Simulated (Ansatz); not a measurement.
**A computed series for hypothetical rock salt GaAs: point defects**

Start from a 16-atom supercell of GaAs in the rock salt structure (space group Fm-3m, No. 225; a hypothetical phase, not in the database extracts checked) at its relaxed geometry.

```yaml
crystal:
  lattice:
    - [0.00000, 5.39190, 5.39190]
    - [5.39190, 0.00000, 5.39190]
    - [5.39190, 5.39190, 0.00000]
  atoms:
    - { symbol: As, position: [0.00000, 0.00000, 0.00000] }
    - { symbol: As, position: [0.00000, 0.00000, 0.50000] }
    - { symbol: As, position: [0.00000, 0.50000, 0.00000] }
    - { symbol: As, position: [0.00000, 0.50000, 0.50000] }
    - { symbol: As, position: [0.50000, 0.00000, 0.00000] }
    - { symbol: As, position: [0.50000, 0.00000, 0.50000] }
    - { symbol: As, position: [0.50000, 0.50000, 0.00000] }
    - { symbol: As, position: [0.50000, 0.50000, 0.50000] }
    - { symbol: Ga, position: [0.25000, 0.25000, 0.25000] }
    - { symbol: Ga, position: [0.25000, 0.25000, 0.75000] }
    - { symbol: Ga, position: [0.25000, 0.75000, 0.25000] }
    - { symbol: Ga, position: [0.25000, 0.75000, 0.75000] }
    - { symbol: Ga, position: [0.75000, 0.25000, 0.25000] }
    - { symbol: Ga, position: [0.75000, 0.25000, 0.75000] }
    - { symbol: Ga, position: [0.75000, 0.75000, 0.25000] }
    - { symbol: Ga, position: [0.75000, 0.75000, 0.75000] }
```

One neutral defect a cell, atoms relaxed at fixed cell.

Levels (all Ansatz, a quantum-chemistry and plane-wave program, PAW): PBE (420 eV, spin-orbit coupling left out); PBEsol (420 eV, spin-orbit coupling left out).

The base cell above is that of PBE; each level relaxes its own structures.

```tsv
case	pressure, PBE	pressure, PBEsol
Ga on a As site (antisite)	0.8 GPa	___
Zn on a Ga site	-0.5 GPa	___
As on a Ga site (antisite)	0.4 GPa	0.5 GPa
```

Some entries are withheld; estimate them.


- Ga on a As site (antisite), pressure, PBEsol: 0.6 GPa
- Zn on a Ga site, pressure, PBEsol: -0.6 GPa

The two levels differ by at most about 0.2 GPa. They put the cases in the same order.

In so small a cell the defect repeats every few ångströms: this is an ordered compound, not a dilute defect. The final runs are not spin-polarised.
